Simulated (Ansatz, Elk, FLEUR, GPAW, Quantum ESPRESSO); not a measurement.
**One structure in several programs: Mg6AlCd (Amm2, 8 atoms in the cell)**

Self-consistent single point, at a second geometry (lattice scaled by 0.98). First geometry:

```
CELL_PARAMETERS angstrom
      5.07313     0.00000     0.00000
      0.00000     3.13382     5.46912
      0.00000    -3.13382     5.46912
ATOMIC_POSITIONS crystal
  Mg 0.00000 0.33411 0.83347
  Mg 0.00000 0.83347 0.33411
  Mg 0.00000 0.33303 0.33303
  Mg 0.50000 0.16246 0.66774
  Mg 0.50000 0.66774 0.16246
  Mg 0.50000 0.16694 0.16694
  Al 0.00000 0.83604 0.83604
  Cd 0.50000 0.66620 0.66620
```

Shared settings, as Ansatz (a first-principles code) writes them: kpoints.mp_grid.grid = 3 3 3; scf.occupations.method = fermi_dirac; scf.occupations.width = 0.1 eV. Potentials and cutoffs stand in the table.

```json
[
 {"code": "GPAW", "model": "PBEsol, GPAW PAW datasets PBEsol (made by gpaw-setup)", "ΔF from the first geometry (meV/atom)": "-0.4", "pressure (GPa)": "1.34", "largest force (eV/Å)": "0.136", "cutoff": "850 eV"},
 {"code": "Quantum ESPRESSO", "model": "PBEsol, GBRV 1.5 ultrasoft (PBESOL) pseudopotentials", "ΔF from the first geometry (meV/atom)": "0.1", "pressure (GPa)": "1.34", "largest force (eV/Å)": "0.138", "cutoff": "40 Ry"},
 {"code": "Elk", "model": "PBEsol, all-electron FP-LAPW, Elk's shipped species files, APW+lo basis with extra local orbitals", "ΔF from the first geometry (meV/atom)": "-1.1", "pressure (GPa)": "–", "largest force (eV/Å)": "–", "cutoff": "rgkmax 8"},
 {"code": "Ansatz", "model": "PBEsol, PAW files made with PBE", "ΔF from the first geometry (meV/atom)": "0.1", "pressure (GPa)": "1.38", "largest force (eV/Å)": "0.138", "cutoff": "default"},
 {"code": "FLEUR", "model": "PBEsol, all-electron FLAPW (FLEUR), scalar-relativistic valence", "ΔF from the first geometry (meV/atom)": "0.2", "pressure (GPa)": "–", "largest force (eV/Å)": "0.138", "cutoff": "Kmax 3.8 1/bohr"}
]
```

Size of the force on each atom (eV/Å): Sizes of forces hide their directions.

```tsv
code	Mg1	Mg2	Mg3	Mg4	Mg5	Mg6	Al7	Cd8
GPAW	0.052	0.052	0.013	0.136	0.136	0.015	0.015	0.095
Quantum ESPRESSO	0.044	0.044	0.014	0.138	0.138	0.015	0.028	0.092
Ansatz	0.048	0.048	0.013	0.138	0.138	0.015	0.019	0.097
FLEUR	0.047	0.047	0.013	0.138	0.138	0.015	0.020	0.096
```

A dash marks a value that a program does not give, or that is left out as unsure.

The spread over the programs that give each value: ΔF from the first geometry within 1.3 meV/atom; pressure within 0.04 GPa; largest force within 0.002 eV/Å.

Elk and FLEUR treat all electrons, but the usual bases taken here (sphere radii, linearisation, local orbitals, empty states) were not tested for convergence, so the values are no reference for the others. Ansatz's pressure is given at a fixed set of plane waves, as the other plane-wave codes print theirs.

The shared mesh is coarse (it stands for a supercell whose shortest vector is 15 Å), so the values are not converged in it.

The starting cell comes from a database of computed structures (which also holds hypothetical and non-ambient phases and stackings), without a prior relaxation at this level. For this run, on top of that: lattice scaled by 0.98.

Left out of this page: CP2K (unsound by tests on forces, stress, charge or solver warnings).

Keys are those of Ansatz 0.2.
